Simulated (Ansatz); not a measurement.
For MgAlNO (model structure, started from the AlSiCN type, P3m1, No. 156, 4 atoms in the cell), PBE (plane waves, PAW; Ansatz, an electronic-structure program) gives:

```
Property                    Value
-------------------  ------------
lattice parameter a       3.198 Å
c axis length             5.130 Å
bulk modulus B0           149 GPa
cohesive energy      5.30 eV/atom
band gap                  3.26 eV
```

Task: What does r²SCAN (PAW; Ansatz) give for the same quantities?

Result: 
- lattice constant a: 3.172 Å (drops by 0.8 %)
- lattice parameter c: 5.076 Å (falls by 1.1 %)
- bulk modulus: 163 GPa (goes up by 9.4 %)
- cohesive energy: 5.46 eV/atom (increases by 0.16 eV/atom)
- band gap: 4.03 eV (increases by 0.77 eV)

Changes are worked out from the printed values.

Unless a cell is named, each level is at its own relaxed cell (PBE 11.36, r²SCAN 11.06 Å³/atom).

Density-functional gaps are differences of (generalised) Kohn–Sham levels.

Caveats: the bulk modulus is −V dP/dV from two relaxed cells at ±2 % in volume (PBE, r²SCAN). Ansatz's density-functional and Hartree–Fock values are scalar-relativistic unless marked +SOC, with PAW data made under PBE.

A model structure was made by putting elements into a prototype or built by hand; it is no filed structure, need not be a known phase, and can be a saddle point held by its symmetry.
